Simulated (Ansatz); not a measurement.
A series of runs on CrI3 (R-3, 8 atoms in the cell)

```yaml
crystal:
  lattice:
    - [3.28532, 1.89678, 6.04282]
    - [-3.28532, 1.89678, 6.04282]
    - [0.00000, -3.79357, 6.04282]
  atoms:
    - { symbol: Cr, position: [0.33333, 0.33333, 0.33333], spin: 3.0 }
    - { symbol: Cr, position: [0.66667, 0.66667, 0.66667], spin: 3.0 }
    - { symbol: I, position: [0.08800, 0.75500, 0.42100] }
    - { symbol: I, position: [0.42100, 0.08800, 0.75500] }
    - { symbol: I, position: [0.75500, 0.42100, 0.08800] }
    - { symbol: I, position: [0.91200, 0.24500, 0.57900] }
    - { symbol: I, position: [0.57900, 0.91200, 0.24500] }
    - { symbol: I, position: [0.24500, 0.57900, 0.91200] }
```
(The spins are starting values, not results.)

Base run A: PBE run with Ansatz (a quantum-chemistry and plane-wave program), self-consistent single point.

Its settings: kpoints.mp_grid.grid = 3 3 3; hamiltonian.xc = pbe; hamiltonian.pseudopotentials = {kind: paw} (the program's default PAW files); magnetization.spin_polarized = true; scf.occupations.method = methfessel_paxton; scf.occupations.width = 0.136 eV.

The starting cell was generated: these elements placed on a structure prototype, without a prior relaxation; it need not be a known phase or ordering of this composition. The magnetic order is the one reached from the typed start; others were not searched systematically. In the base run, with a pressure of about 5 GPa the cell is away from its equilibrium volume at this level. Ansatz's pressure includes its estimate of the finite-basis (Pulay) stress.

ΔF is the free energy per atom less that of run A. 

Run A gave: pressure (GPa) 5.20; largest force (eV/Å) 0.671; size of the net moment (μB/atom) 0.75; iterations 13.

Runs:
- B: scf.mixing.preconditioner: default (the program chose Resta) → none
- C: scf.mixing.preconditioner: default (the program chose Resta) → kerker
- D: scf.mixing.preconditioner: default (the program chose Resta) → kerker_dos
- E: scf.mixing.preconditioner: default (the program chose Resta) → resta; scf.mixing.eps_inf: default → 10
- F: scf.mixing.preconditioner: default (the program chose Resta) → ldos
- G: scf.mixing.preconditioner: default (the program chose Resta) → local_kerker
- H: scf.mixing.preconditioner: default (the program chose Resta) → kerker; scf.mixing.q_tf: default → 0.2
- I: scf.mixing.preconditioner: default (the program chose Resta) → kerker; scf.mixing.q_tf: default → 0.5
- J: scf.mixing.preconditioner: default (the program chose Resta) → kerker; scf.mixing.q_tf: default → 1.5

Question: Which runs reach the base run's state, and which is quickest in iterations?

Answer: Runs B, C, D, E, F, G, H, I, J ended on the same solution as A (within 1 meV/atom and 0.1 μB a site). The fewest iterations to that state were 11 (J); the most were 14.

```json
[
 {"run": "A", "ΔF (meV/atom)": "0.00", "pressure (GPa)": "5.20", "largest force (eV/Å)": "0.671", "size of the net moment (μB/atom)": "0.75", "iterations": "13"},
 {"run": "B", "ΔF (meV/atom)": "0.00", "pressure (GPa)": "5.20", "largest force (eV/Å)": "0.671", "size of the net moment (μB/atom)": "0.75", "iterations": "13"},
 {"run": "C", "ΔF (meV/atom)": "0.00", "pressure (GPa)": "5.20", "largest force (eV/Å)": "0.671", "size of the net moment (μB/atom)": "0.75", "iterations": "14"},
 {"run": "D", "ΔF (meV/atom)": "0.00", "pressure (GPa)": "5.20", "largest force (eV/Å)": "0.671", "size of the net moment (μB/atom)": "0.75", "iterations": "13"},
 {"run": "E", "ΔF (meV/atom)": "0.00", "pressure (GPa)": "5.20", "largest force (eV/Å)": "0.671", "size of the net moment (μB/atom)": "0.75", "iterations": "13"},
 {"run": "F", "ΔF (meV/atom)": "0.00", "pressure (GPa)": "5.20", "largest force (eV/Å)": "0.671", "size of the net moment (μB/atom)": "0.75", "iterations": "12"},
 {"run": "G", "ΔF (meV/atom)": "0.00", "pressure (GPa)": "5.20", "largest force (eV/Å)": "0.671", "size of the net moment (μB/atom)": "0.75", "iterations": "12"},
 {"run": "H", "ΔF (meV/atom)": "0.00", "pressure (GPa)": "5.20", "largest force (eV/Å)": "0.671", "size of the net moment (μB/atom)": "0.75", "iterations": "13"},
 {"run": "I", "ΔF (meV/atom)": "0.00", "pressure (GPa)": "5.20", "largest force (eV/Å)": "0.671", "size of the net moment (μB/atom)": "0.75", "iterations": "12"},
 {"run": "J", "ΔF (meV/atom)": "0.00", "pressure (GPa)": "5.20", "largest force (eV/Å)": "0.671", "size of the net moment (μB/atom)": "0.75", "iterations": "11"}
]
```

Keys are those of Ansatz 0.2.
